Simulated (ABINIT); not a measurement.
# A self-consistent single point of Ti (P6_3/mmc, 4 atoms in the cell) with ABINIT

Method of the run: PBE, PAW (JTH v2.0 PBE PAW) (plane waves; ABINIT).

Input:

```
# Ti, JTH v2.0 PBE PAW
pp_dirpath "./"
pseudos "Ti.GGA_PBE-JTH.xml"
acell 3*1.0
rprim
         5.5217542559   -0.0000002265    0.0000000000
        -2.7608769318    4.7819795723    0.0000000000
         0.0000000000    0.0000000000   17.7662790579
natom 4
ntypat 1
znucl 22
typat 1 1 1 1
xred
         0.0000000000    0.0000000000    0.0000000000
         0.0000000000    0.0000000000    0.5000000000
         0.3333333333    0.6666666667    0.2500000000
         0.6666666667    0.3333333333    0.7500000000
ecut 30 Ha
pawecutdg 60 Ha
occopt 7
tsmear 0.2 eV
nband 31
kptopt 1
ngkpt 9 9 3
nshiftk 1
shiftk 0 0 0
nstep 80
tolvrs 1.0e-12
prtwf 0
prtden 0
```

Log, with long lists cut:

```
 Symmetries : space group P6_3/m m c (#194); Bravais hP (primitive hexag.)

 -outvars: echo values of preprocessed input variables --------
            acell      1.0000000000E+00  1.0000000000E+00  1.0000000000E+00 Bohr
             ecut      3.00000000E+01 Hartree
              ixc     -101130
         kptrlatt        9    0    0      0    9    0      0    0    3
          kptrlen      4.96957883E+01
            natom           4
            nband          31
            ngfft          30      30      90
          ngfftdg          40      40     125
             nkpt          24
            nstep          80
             nsym          24
           ntypat           1
           occopt           7
        pawecutdg      6.00000000E+01 Hartree
            rprim      5.5217542559E+00 -2.2650000000E-07  0.0000000000E+00
                      -2.7608769318E+00  4.7819795723E+00  0.0000000000E+00
                       0.0000000000E+00  0.0000000000E+00  1.7766279058E+01
          spgroup         194
           tolvrs      1.00000000E-12
           tsmear      7.34986508E-03 Hartree
            typat      1  1  1  1
           useylm           1
             xred      0.0000000000E+00  0.0000000000E+00  5.5511151231E-17
                       0.0000000000E+00  0.0000000000E+00  5.0000000000E-01
                       3.3333333333E-01  6.6666666667E-01  2.5000000000E-01
                       6.6666666667E-01  3.3333333333E-01  7.5000000000E-01
            znucl       22.00000

== DATASET  1 ==================================================================

 Real(R)+Recip(G) space primitive vectors, cartesian coordinates (Bohr,Bohr^-1):
 R(1)=  5.5217543 -0.0000002  0.0000000  G(1)=  0.1811019  0.1045592  0.0000000
 R(2)= -2.7608769  4.7819796  0.0000000  G(2)=  0.0000000  0.2091184  0.0000000
 R(3)=  0.0000000  0.0000000 17.7662791  G(3)=  0.0000000  0.0000000  0.0562864
 Unit cell volume ucvol=  4.6911710E+02 bohr^3
 Angles (23,13,12)=  9.00000000E+01  9.00000000E+01  1.20000000E+02 degrees

 Coarse grid specifications (used for wave-functions):

 getcut: wavevector=  0.0000  0.0000  0.0000  ngfft=  30  30  90
         ecut(hartree)=     30.000   => boxcut(ratio)=   2.05457

 Fine grid specifications (used for densities):

 getcut: wavevector=  0.0000  0.0000  0.0000  ngfft=  40  40 125
         ecut(hartree)=     60.000   => boxcut(ratio)=   2.00163

   4.89514208E+03                                ecore*ucvol(ha*bohr**3)

_setup2: Arith. and geom. avg. npw (full set) are    3680.761    3680.749

--- !BeginCycle
solver: {iscf: 17, nstep: 80, nline: 4, wfoptalg: 10, }
tolerances: {tolvrs: 1.00E-12, }
...

     iter   Etot(hartree)      deltaE(h)  residm     nres2
 ETOT  1  -226.49372018090    -2.265E+02 1.044E+01 1.855E+01
 ETOT  2  -234.77619568576    -8.282E+00 3.539E-01 9.041E+01
 ETOT  3  -234.68118310577     9.501E-02 1.030E-01 3.815E+01
 ETOT  4  -234.62293945572     5.824E-02 3.855E-02 2.492E+01
 ETOT  5  -234.59512951230     2.781E-02 5.722E-02 2.567E+00
 ETOT  6  -234.59604804308    -9.185E-04 1.645E-02 7.875E-02
   [... 10 lines left out ...]
 ETOT 17  -234.59636232176    -9.507E-11 6.403E-04 1.197E-10
 ETOT 18  -234.59636232181    -4.866E-11 2.766E-04 1.024E-10
 ETOT 19  -234.59636232184    -2.768E-11 5.691E-05 1.163E-11
 ETOT 20  -234.59636232188    -4.380E-11 2.355E-04 4.629E-12
 ETOT 21  -234.59636232191    -2.444E-11 2.569E-05 7.308E-13

 At SCF step   21       nres2   =  7.31E-13 < tolvrs=  1.00E-12 =>converged.

 Cartesian components of stress tensor (hartree/bohr^3)
  sigma(1 1)= -3.81549143E-05  sigma(3 2)=  0.00000000E+00
  sigma(2 2)= -3.81549142E-05  sigma(3 1)=  0.00000000E+00
  sigma(3 3)= -9.04200192E-06  sigma(2 1)=  2.20701685E-14

 ----iterations are completed or convergence reached----

 reduced coordinates (array xred) for    4 atoms
       0.000000000000      0.000000000000      0.000000000000
       0.000000000000      0.000000000000      0.500000000000
       0.333333333333      0.666666666667      0.250000000000
       0.666666666667      0.333333333333      0.750000000000
 cartesian forces (eV/Angstrom) at end:
    1      0.00000000000000     0.00000000000000    -0.00000000000000
    2      0.00000000000000     0.00000000000000    -0.00000000000000
    3     -0.00000000000000     0.00000000000000    -0.00000000000000
    4      0.00000000000000    -0.00000000000000    -0.00000000000000
 frms,max,avg= 2.7145147E-28 5.4852902E-28   0.000E+00  0.000E+00  0.000E+00 e/A
 length scales=  1.000000000000  1.000000000000  1.000000000000 bohr
              =  0.529177208590  0.529177208590  0.529177208590 angstroms
 Fermi (or HOMO) energy (hartree) =   0.28001   Average Vxc (hartree)=  -0.40531
 Eigenvalues (hartree) for nkpt=  24  k points:
 kpt#   1, nband= 31, wtk=  0.00412, kpt=  0.0000  0.0000  0.0000 (reduced coord)
  -1.80500   -1.80290   -1.80233   -1.80019   -0.94389   -0.93208   -0.93085   -0.92170
  -0.92170   -0.92060   -0.92060   -0.91907   -0.91907   -0.91854   -0.91795   -0.91795
   0.05535    0.12176    0.12291    0.18403    0.28340    0.28422    0.30534    0.30534
   0.30669    0.30810    0.30810    0.31341    0.31926    0.31934    0.32414
      occupation numbers for kpt#   1
   2.00000    2.00000    2.00000    2.00000    2.00000    2.00000    2.00000    2.00000
   2.00000    2.00000    2.00000    2.00000    2.00000    2.00000    2.00000    2.00000
   2.00000    2.00000    2.00000    2.00000    0.51471    0.41815    0.00000    0.00000
   0.00000    0.00000    0.00000    0.00000    0.00000    0.00000    0.00000
 prteigrs : prtvol=0 or 1, do not print more k-points.

--- !EnergyTerms
comment             : Components of total free energy in Hartree
kinetic             :  3.08441464557554E+01
hartree             :  4.59552217274329E+01
xc                  : -1.29134715627917E+01
Ewald energy        : -1.69929336068201E+02
psp_core            :  1.04347978728624E+01
local_psp           : -1.38233703257254E+02
spherical_terms     : -7.49159238205573E-01
internal            : -2.34591504070402E+02
'-kT*entropy'       : -4.85818062483798E-03
total_energy        : -2.34596362251027E+02
total_energy_eV     : -6.38369166537230E+03
...

-Cartesian components of stress tensor (GPa)         [Pressure=  8.3705E-01 GPa]
- sigma(1 1)= -1.12255615E+00  sigma(3 2)=  0.00000000E+00
- sigma(2 2)= -1.12255614E+00  sigma(3 1)=  0.00000000E+00
- sigma(3 3)= -2.66024836E-01  sigma(2 1)=  6.49326666E-10

 Calculation completed.
```

The run converged in 21 iterations.

The starting cell was generated: these elements placed on a structure prototype, without a prior relaxation; it need not be a known phase or ordering of this composition. Its lattice was rescaled by a random factor within 2.5 % of one. Spin polarisation is off.

These are the values that this program gave, and no reference: the one-centre exchange-correlation terms come from a truncated expansion.

Cost on one core of a shared machine: roughly 8 min.
